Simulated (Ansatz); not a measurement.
The structure below was relaxed with plane-wave PAW DFT at the r2SCAN level (Ansatz, a quantum-chemistry and plane-wave program, 500 eV), no spin-orbit coupling.

```yaml
crystal:
  lattice:
    - [5.60128, 0.00000, 0.00000]
    - [0.00000, 5.60128, 0.00000]
    - [0.00000, 0.00000, 5.60128]
  atoms:
    - { symbol: Te, position: [0.00000, 0.00000, 0.00000] }
    - { symbol: C, position: [0.50000, 0.00000, 0.50000] }
    - { symbol: C, position: [0.00000, 0.50000, 0.50000] }
    - { symbol: C, position: [0.50000, 0.50000, 0.00000] }
    - { symbol: Pb, position: [0.50000, 0.50000, 0.50000] }
    - { symbol: Pb, position: [0.00000, 0.50000, 0.00000] }
    - { symbol: Pb, position: [0.50000, 0.00000, 0.00000] }
    - { symbol: Pb, position: [0.00000, 0.00000, 0.50000] }
```

Problem. Find the space group and the Wyckoff positions.

Solution. Space group Pm-3m (No. 221); a = b = c = 5.601 Å, α = β = γ = 90.00°

| atom | site | symmetry | x | y | z |
|---|---|---|---|---|---|
| Te | 1a | m-3m | 0.0000 | 0.0000 | 0.0000 |
| C | 3c | 4/mm.m | 0.0000 | 0.5000 | 0.5000 |
| Pb | 1b | m-3m | 0.5000 | 0.5000 | 0.5000 |
| Pb | 3d | 4/mm.m | 0.0000 | 0.0000 | 0.5000 |

Problem. Describe the coordination.

Solution. The crystal has 8 atoms in its conventional cell. Lattice parameters: a = 5.6013 Å, b = 5.6013 Å, c = 5.6013 Å, α = 90.00°, β = 90.00°, γ = 90.00°. Te is surrounded by 6 Pb at 2.801 Å (octahedral). C has 6 Pb at 2.801 Å (octahedral). Pb1 sees 6 C at 2.801 Å (no clear gap to further neighbours). Pb2 is coordinated by 4 C at 2.801 Å and 2 Te at 2.801 Å (no clear gap to further neighbours). (Neighbours: up to the widest gap in distance over summed covalent radii, below 1.35, at either atom; cation-cation and far metal-metal contacts left out.)

These are small ordered cells, not random alloys; other orderings at the same x differ. No phonon test of stability was made. All final runs are without spin polarisation. The cell was made from PbTe by this change: x(C) = 0.75, 8 atoms, Pm-3m.
